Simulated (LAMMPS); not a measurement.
Consider Si (diamond structure), 1000 atoms, at 1010 K and 0 GPa, heated as the crystal in molecular dynamics.

Computed with classical MD, pair style meam, file AlSiMgCuFe.meam (LAMMPS).

| angle (°) | probability per degree, Si-Si-Si |
|---|---|
| 88.50 | 0.0000 |
| 91.50 | 0.0002 |
| 94.50 | 0.0011 |
| 97.50 | 0.0052 |
| 100.5 | 0.0161 |
| 103.5 | 0.0402 |
| 106.5 | 0.0682 |
| 109.5 | 0.0795 |
| 112.5 | 0.0662 |
| 115.5 | 0.0374 |
| 118.5 | 0.0142 |
| 121.5 | 0.0041 |
| 124.5 | 0.0008 |
| 127.5 | 0.0001 |

The data show:
- state found: crystal; no diffusion seen in 30 ps
- most common Si-Si-Si angle: in the 3° bin centred on 109.5° (mean of all 109°)
